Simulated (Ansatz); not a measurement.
```
CELL_PARAMETERS angstrom
      5.57433    -0.00057    -0.09342
     -0.00027     5.24242    -0.20809
      1.85377    -2.86238    26.98751
ATOMIC_POSITIONS crystal
  Ga 0.35538 0.41352 0.04135
  Ga 0.03203 0.91347 0.04132
  N  0.36381 0.78570 0.04043
  N  0.02414 0.28571 0.04043
  Ga 0.84059 0.46079 0.09817
  Ga 0.51834 0.96070 0.09815
  N  0.84639 0.83514 0.09986
  N  0.51179 0.33510 0.09985
  Ga 0.32866 0.50642 0.15909
  Ga 0.99969 0.00642 0.15909
  N  0.33256 0.88196 0.15830
  N  0.99625 0.38196 0.15830
  Ga 0.81529 0.55034 0.21840
  Ga 0.48323 0.05033 0.21840
  N  0.81648 0.92711 0.21865
  N  0.48200 0.42710 0.21864
  Ga 0.30037 0.59543 0.27840
  Ga 0.96798 0.09543 0.27839
  N  0.30139 0.97208 0.27840
  N  0.96703 0.47208 0.27840
  Ga 0.78511 0.64029 0.33839
  Ga 0.45305 0.14029 0.33839
  N  0.78642 0.01670 0.33815
  N  0.45194 0.51670 0.33815
  Ga 0.26866 0.68530 0.39770
  Ga 0.93968 0.18531 0.39770
  N  0.27216 0.06204 0.39850
  N  0.93585 0.56205 0.39850
  Ga 0.74997 0.73101 0.45864
  Ga 0.42771 0.23100 0.45863
  N  0.75660 0.10284 0.45694
  N  0.42202 0.60281 0.45694
  Ga 0.23625 0.76902 0.51544
  Ga 0.91283 0.26902 0.51546
  N  0.24416 0.14250 0.51634
  N  0.90462 0.64260 0.51636
  Ir 0.53411 0.00779 0.66892
  Ir 0.03637 0.00826 0.66852
  Ir 0.53815 0.50769 0.66873
  Ir 0.03595 0.50840 0.66875
  Ir 0.30166 0.20581 0.59402
  Ir 0.79849 0.20807 0.60191
  Ir 0.30742 0.70822 0.60188
  Ir 0.80878 0.70566 0.59408
  Ir 0.50014 0.11682 0.81443
  Ir 0.00084 0.11780 0.81527
  Ir 0.49785 0.61779 0.81524
  Ir 0.99939 0.61687 0.81445
  Ir 0.26621 0.31259 0.74149
  Ir 0.76714 0.31282 0.74236
  Ir 0.26854 0.81290 0.74233
  Ir 0.76972 0.81268 0.74157
  Ir 0.46880 0.22280 0.95484
  Ir 0.96625 0.23209 0.96283
  Ir 0.45891 0.73209 0.96269
  Ir 0.95977 0.72264 0.95497
  Ir 0.23153 0.42275 0.88824
  Ir 0.72955 0.42217 0.88784
  Ir 0.23083 0.92261 0.88803
  Ir 0.73332 0.92228 0.88808
```

The first 36 atoms are the substrate (GaN-wz), the rest the film (Ir).

Level of theory: PBE (plane waves to 420 eV, PAW; Ansatz, an electronic-structure program). No spin–orbit coupling; the runs are not spin-polarised; PBE gaps are too small against experiment. Its k-point mesh 5×5×1, Fermi–Dirac width 0.05 eV.

**Question.** Describe the bonding at the interfaces and give the barriers.

**Answer.** A periodic stack without vacuum, fcc Ir (0 0 1) on wurtzite GaN (1 1 0) (film strained to the substrate, faces as cut): substrate slab Ga18N18, film Ir24, surface cells [[0, 1], [-1, 0]] and [[2, 0], [2, 2]], film strained by -4.2 and +1.8 %, faces GaN/GaN and Ir/Ir as cut (like faces can put a slab off its formula).
| Property | Result |
|---|---|
| interface area | 29.3 Å² |
| period | 26.88 Å |
| gaps between the outermost planes at the two interfaces | 2.09 and 2.09 Å |
| Ga–Ir contacts across the interfaces within 1.22 times the sum of covalent radii | 12, mean 2.86 Å |
| Ir–N contacts across the interfaces within 1.22 times the sum of covalent radii | 4, mean 2.13 Å |
| hole barrier (PBE) | 1.07 eV |
| electron barrier (PBE) | 0.64 eV |
